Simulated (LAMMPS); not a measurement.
LAMMPS 22 Jul 2025, classical MD, COMB3 (ffield.comb3): TiO2, 6000 atoms.

```yaml
task: MD, nve
potential: COMB3, ffield.comb3 lib.comb3
copies_of_the_repeat_unit: 10×10×10
shape (slab and sphere leave vacuum in the box): slab
temperature: 800 K
steps: 60
timestep: 0.5 fs
neighbor_skin: 2 Å
neigh_modify: every 1 delay 0 check yes
thermo: 100
steps_between_charge_equilibrations: 10
newton: on (default)
atom_modify sort (bins of 2 Å where set): 1000 (default)
comm_style: brick (default)
box: 45.9 × 45.9 × 88.8 Å, the slab in its lowest third along z, the rest vacuum
start: generated rutile lattice, warmed in an untimed run
compared_values: energy and forces of the first step, drift over the run
```

It runs on a single node (Arm Neoverse V2, 96 cores on 1 socket, no SMT, 1 L3 cache group).

Each time is the median wall time of two to five repeats, run one at a time on the otherwise empty machine; start-up is included. Processes are pinned to neighbouring cores unless said otherwise. The build: PyPI wheel: MPICH, OPENMP and OPT packages; another build can shift the numbers. Scratch files lie in a memory file system. A preparatory run goes ahead and isn't timed.

Started as
```bash
# ahead of the timed run: OMP_NUM_THREADS=1 mpirun -np 48 lmp -in in.warm -log none -nocite
OMP_NUM_THREADS=1 mpirun -np 64 lmp -in in.lmp -log log.lammps -nocite
```
(64 ranks, balance = none (default)) it takes 5.1 s and 0 neighbour list builds.

### Question
What happens to the run time with balance = fix b all balance 200 1.1 shift xyz 10 1.05?

### Answer
About 2.4 s (3 runs within 1 %): 2.2× as fast. The largest move is in fixes (Modify): 3.3 s to 1.1 s. The slowest rank's pair time is 2.29 times the mean in the first run and 1.09 times in the second; the others wait. Change in the result: energy equal as printed, forces on 48 atoms equal as printed, drift of the total energy equal as printed.
